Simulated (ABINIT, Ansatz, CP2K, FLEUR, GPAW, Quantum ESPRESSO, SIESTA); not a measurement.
## Code comparison for SrAg2 (Imma, 6 atoms in the cell)

Self-consistent single point.

```
CELL_PARAMETERS angstrom
     -2.34558     3.82305     4.09490
      2.34558    -3.82305     4.09490
      2.34558     3.82305    -4.09490
ATOMIC_POSITIONS crystal
  Sr 0.29501 0.04501 0.25000
  Sr 0.70499 0.95499 0.75000
  Ag 0.28310 0.33769 0.94541
  Ag 0.71690 0.66231 0.05459
  Ag 0.89228 0.33769 0.55459
  Ag 0.10772 0.66231 0.44541
```

All programs got the same cell, k-point mesh and kind of occupations (in Ansatz's words: kpoints.mp_grid.grid = 4 4 4; scf.occupations.method = fermi_dirac; scf.occupations.width = 0.05 eV); potentials, basis and cutoffs are each program's usual ones.

| code | model | pressure (GPa) | largest force (eV/Å) | k-points | cutoff |
|---|---|---|---|---|---|
| FLEUR | LDA (Perdew-Zunger), all-electron FLAPW (FLEUR), scalar-relativistic valence | – | 0.051 | 18 | Kmax 4.2 1/bohr |
| SIESTA | LDA PW92, numerical atomic orbitals DZP, PseudoDojo LDA standard norm-conserving potentials (rewritten from UPF to PSML) | -0.29 | 0.198 | 44 | grid 300 Ry |
| Quantum ESPRESSO | LDA (PZ), GBRV 1.5 ultrasoft (LDA) pseudopotentials | -3.22 | 0.049 | 18 | 40 Ry |
| CP2K | LDA (Pade form), GPW, TZVP-MOLOPT-SR-GTH basis, GTH-PADE potentials (GTH_POTENTIALS) | -2.12 | 0.040 | 36 | grid 500 Ry |
| ABINIT | LDA (PW92), PAW (JTH v2.0 LDA PAW) | -2.43 | 0.048 | 18 | 544 eV |
| Ansatz | LDA (PW92), PAW files made with PBE | -2.39 | 0.050 | 18 | 420 eV |
| GPAW | LDA (Perdew-Wang 92), GPAW PAW datasets LDA (gpaw-data 1.0.1) | -2.27 | 0.050 | 18 | 550 eV |

Size of the force on each atom (eV/Å): Sizes of forces hide their directions.

```
code                Sr1    Sr2    Ag3    Ag4    Ag5    Ag6
----------------  -----  -----  -----  -----  -----  -----
FLEUR             0.036  0.036  0.051  0.051  0.051  0.051
SIESTA            0.096  0.096  0.197  0.197  0.198  0.198
Quantum ESPRESSO  0.036  0.036  0.049  0.049  0.049  0.049
CP2K              0.011  0.011  0.040  0.040  0.040  0.040
ABINIT            0.040  0.040  0.048  0.048  0.048  0.048
Ansatz            0.037  0.037  0.050  0.050  0.050  0.050
GPAW              0.030  0.030  0.050  0.050  0.050  0.050
```

A dash marks a value that a program does not give, or that is left out as unsure.

The spread over the programs that give each value: pressure within 2.93 GPa; largest force within 0.158 eV/Å.

The starting cell comes from a database of computed structures (which also holds hypothetical and non-ambient phases and stackings), without a prior relaxation at this level. Its lattice was rescaled by a random factor within 2.5 % of one. On Ansatz's run: Without a gap this mesh is coarse (it stands for a supercell whose shortest vector is 19 Å).

Question: Why do the programs differ, and what cannot be compared?

Answer: Differences of this kind can come from the potentials, where these differ, and from what each basis and cutoff leave unconverged. The valence holds different numbers of electrons (FLEUR 88, SIESTA 96, Quantum ESPRESSO 96, CP2K 64, ABINIT 64, Ansatz (a program for electronic structure) 96, GPAW 88). The zero of total energies and Fermi levels follows the potentials and each program's conventions, so they are not compared here. SIESTA and CP2K use small atom-centred bases, whose incompleteness enters pressures, forces and empty levels differently from a plane-wave cutoff. FLEUR treats all electrons, but the usual bases taken here (sphere radii, linearisation, local orbitals, empty states) were not tested for convergence, so the values are no reference for the others. Ansatz's pressure is given at a fixed set of plane waves, as the other plane-wave codes print theirs. The same LDA comes in different parametrisations, which differ slightly. The programs reduce the same mesh by symmetry to different extents, which changes the work and not the result. In the pressure, SIESTA (by 2.12) lies more than 1 GPa from the median of the plane-wave programs. In the force vectors, SIESTA (by 0.182) lies more than 0.08 eV/Å from the median of the plane-wave programs.

The shared mesh is coarse (it stands for a supercell whose shortest vector is 19 Å), so the values are not converged in it.

Left out of this page: Elk (not drawn, or without a comparable value).

Keys are those of Ansatz 0.2.
